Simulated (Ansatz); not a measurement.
Consider this model of amorphous Zn$_{12}$Sb$_{12}$S$_{36}$.

```xyz
60
Lattice="11.0462 -0.0221 0.1841 -0.0221 11.4605 0.0041 0.1841 0.0041 11.0892" Properties=species:S:1:pos:R:3 pbc="T T T"
Zn     2.3704     3.0472     2.8369
Zn     4.6301     0.0779     0.4195
Zn     1.8516     0.4031     7.3481
Zn    10.0496     2.6140     6.9774
Zn    10.5618     0.6780     3.8049
Zn     1.6288     9.0901     9.0300
Zn     9.7262     9.1231     1.5966
Zn     2.3194     3.3319     8.2313
Zn     3.0935     6.3206    10.3151
Zn     5.3511     4.9111     3.4705
Zn     9.9777     7.7692     4.8282
Zn     0.4014     5.3999    11.0472
Sb     6.0036     4.5621     8.7622
Sb     9.4006     3.9651     3.8266
Sb     5.2887     9.8510     8.6940
Sb     9.2618    10.6970     7.5936
Sb     9.1266     6.6034     8.9046
Sb     1.8158     9.7147     2.2676
Sb     5.1861     7.9170     5.8894
Sb     6.5832     8.2134     2.5009
Sb     5.5674     0.5709     3.6458
Sb    10.1471     1.6544    10.5644
Sb     2.1454     6.3229     3.1029
Sb     6.0293     3.2895     0.7177
S      0.6047    10.9506     5.3212
S      8.9116     1.6581     5.0699
S      1.2799     2.4418     6.3671
S      5.1421     0.9757     9.3071
S      6.6489     2.9065     3.0835
S      3.5157     1.0907     2.2760
S      0.0879     5.7465     4.5117
S      8.5620     3.9486    10.9957
S     10.9421    11.0910     1.7344
S      4.6181     9.1493     3.7685
S      3.6911     5.2004     8.2742
S      0.3572     3.6217     9.4913
S      3.1507     9.8210     7.3347
S      8.6332     8.5337    10.7681
S      0.1228     2.6964     2.4733
S      3.2125     9.7922    10.8796
S      6.6427     6.9229     8.5057
S      0.9971     9.0087     4.7117
S      2.1992     4.8502     1.0662
S      8.5978     9.2103     3.6496
S      8.8227     4.6976     6.6877
S      8.0534    10.3114     9.8716
S      6.7644     6.5127     4.4455
S      8.5844     1.7369     8.6506
S      0.2461    11.0387     8.9554
S      3.0971     1.3865     9.4072
S      5.5143     5.5959     1.1757
S      9.1472     5.4308     1.1541
S      9.8812     8.2101     7.2186
S      4.0705     8.0156     0.2773
S      1.0805     6.8942     9.2211
S      0.5502     7.7653     1.4183
S      6.5427     9.9372     6.5015
S      3.3400     4.4065     4.4111
S      6.5560    11.1170     1.6083
S      6.8851     3.9428     6.5238
```

Calculation: PBE-D3(BJ), scalar-relativistic without spin-orbit coupling (plane waves to 420 eV, PAW; Ansatz, a first-principles code).

A CHGNet melt-quench gave the starting glass, which DFT then relaxed. The hot cell started wider than the set density and was brought back towards it in steps. It is the lowest in DFT energy of 3 quenches. It is a model cell: composition and starting density were chosen by hand, and all elements were melted together. The geometry includes D3(BJ) dispersion. Its density started from a set value of 3.47 and ended at 4.02 g/cm³. The simulated quench (nominally 79 K/ps over its main leg) is rapid and tends to freeze in more defects than a deposited or slowly cooled glass has. One small periodic cell is one sample of the glass; other quenches scatter about these values. Volume and shape were free in the relaxation.

Cut-offs for bonds: Zn-Zn 2.93 Å, Zn-Sb 3.13 Å, Zn-S 2.70 Å, Sb-Sb 3.34 Å, Sb-S 2.88 Å, S-S 2.39 Å.

Question: Give the coordination numbers, mean bond lengths and angles.

Answer: 
```json
{
  "Mean coordination of Zn": "4.08 (11 with 4, 1 with 5)",
  "Mean coordination of Sb": "3.50 (6 with 3, 6 with 4)",
  "Mean coordination of S": "2.81 (10 with 2, 23 with 3, 3 with 4)",
  "Mean Zn-S bond": "2.380 Å (spread 0.070 Å, 49 counted)",
  "Mean Sb-S bond": "2.571 Å (spread 0.107 Å, 40 counted)",
  "Mean S-S bond": "2.087 Å (spread 0.013 Å, 6 counted)",
  "Mean Sb-Sb bond": "3.305 Å (spread 0.000 Å, 1 counted)",
  "Bond angle at Zn": "mean 108.4°, spread 17.3°",
  "Bond angle at Sb": "mean 98.4°, spread 23.8°",
  "Bond angle at S": "mean 104.0°, spread 16.4°"
}
```

Question: List the pairs of like atoms that count as bonded by the rules above.

Answer: Sb13-Sb24 (3.31 Å), S25-S42 (2.07 Å), S28-S50 (2.09 Å), S32-S52 (2.09 Å), S38-S46 (2.07 Å), S40-S54 (2.11 Å), S45-S60 (2.09 Å).

Question: What Bader charges do the atoms carry, from a run on one k-point at (1/4, 1/4, 1/4)?

Answer: Means (range): Zn +0.88 e (+0.85 to +0.89), Sb +1.18 e (+1.08 to +1.23), S -0.69 e (-0.88 to -0.36).
| atom | charge (e) |
|---|---|
| Zn1 | +0.89 |
| Zn2 | +0.88 |
| Zn3 | +0.89 |
| Zn4 | +0.86 |
| Zn5 | +0.88 |
| Zn6 | +0.89 |
| Zn7 | +0.86 |
| Zn8 | +0.88 |
| Zn9 | +0.87 |
| Zn10 | +0.85 |
| Zn11 | +0.89 |
| Zn12 | +0.89 |
| Sb13 | +1.09 |
| Sb14 | +1.22 |
| Sb15 | +1.14 |
| Sb16 | +1.23 |
| Sb17 | +1.22 |
| Sb18 | +1.22 |
| Sb19 | +1.18 |
| Sb20 | +1.23 |
| Sb21 | +1.21 |
| Sb22 | +1.22 |
| Sb23 | +1.16 |
| Sb24 | +1.08 |
| S25 | -0.46 |
| S26 | -0.83 |
| S27 | -0.84 |
| S28 | -0.42 |
| S29 | -0.80 |
| S30 | -0.85 |
| S31 | -0.76 |
| S32 | -0.42 |
| S33 | -0.82 |
| S34 | -0.81 |
| S35 | -0.77 |
| S36 | -0.83 |
| S37 | -0.82 |
| S38 | -0.44 |
| S39 | -0.84 |
| S40 | -0.54 |
| S41 | -0.77 |
| S42 | -0.45 |
| S43 | -0.82 |
| S44 | -0.81 |
| S45 | -0.43 |
| S46 | -0.40 |
| S47 | -0.80 |
| S48 | -0.80 |
| S49 | -0.84 |
| S50 | -0.45 |
| S51 | -0.81 |
| S52 | -0.41 |
| S53 | -0.80 |
| S54 | -0.43 |
| S55 | -0.85 |
| S56 | -0.88 |
| S57 | -0.77 |
| S58 | -0.80 |
| S59 | -0.78 |
| S60 | -0.36 |
